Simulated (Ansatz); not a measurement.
Defect migration in fcc Al: Ti-vacancy pair (Ti on one host Al site, one Al site vacant), neutral cell. These are PBE, PAW (plane waves to 420 eV; Ansatz, an electronic-structure program) values and carry that method's errors.

Settings: 32 host sites, the relaxed PBE lattice, a 3×3×3 k-point mesh shifted by half a step, smearing 0.10 eV, spin-restricted, no image-charge correction. No zero-point or tunnelling terms. Forms of the defect that were not tried may lie lower.

Barriers: single points on a 5×5×5 k-point mesh shifted by half a step at the bands' geometries (they differ from the bands' own by up to 0.10 eV, and are uncertain by about as much).

A. Ti and the vacancy change places (Ti-vacancy distance between ideal sites 2.86 Å throughout); the atom moves 2.96 Å along (0.00, 0.52, 0.52) of the unit cell; the moving atom starts with neighbours Al at 2.80, 6 Al at 2.82, 4 Al at 2.83 Å and ends with Al at 2.80, 6 Al at 2.82, 4 Al at 2.83 Å; the start lies 0.39 eV above the lowest site run; saddle order not checked, on a symmetry element.
B. one Al atom jumps into the vacancy from a nearby Al site (Ti-vacancy distance between ideal sites 2.86 → 4.04 Å); the atom moves 2.74 Å along (0.00, -0.48, 0.47) of the unit cell; the moving atom starts with neighbours 2 Al at 2.80, 2 Al at 2.81, 2 Al at 2.86, 2 Al at 2.87, 2 Al at 2.90, Al at 2.93 Å and ends with 2 Al at 2.78, 2 Al at 2.83, 2 Al at 2.85, 3 Al at 2.89, Al at 2.90; Ti at 2.83 Å; the start lies 0.39 eV above the lowest site run; saddle order not checked, on a symmetry element.

A band can be held on a symmetry element, so unchecked saddle points there may be too high.

Q: Order them by forward barrier (lowest first) at the level PBE, PAW.

A: B (0.36 eV), A (1.22 eV)
